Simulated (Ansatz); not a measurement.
Base system: Li in the bcc (W type) structure (space group Im-3m, No. 229; a = 3.476 Å; relaxed with 0.1 eV smearing). Axes: x, y, z lie along the cube axes.

All numbers come from r2SCAN (Ansatz, a first-principles code; PAW; 500 eV plane waves; scalar-relativistic without spin-orbit coupling), earlier PAW set.

Now apply this change: tensile biaxial strain of 0.76 % in the plane normal to [001], as in epitaxy on a mismatched substrate; the out-of-plane cell vector and the atoms relax.

Question: Estimate the effect on the in-plane stress and out-of-plane strain.

Answer: The mean in-plane stress (compression positive) comes out as 0.0 GPa; the out-of-plane strain is -1.29 %.

No phonon test of stability was made.
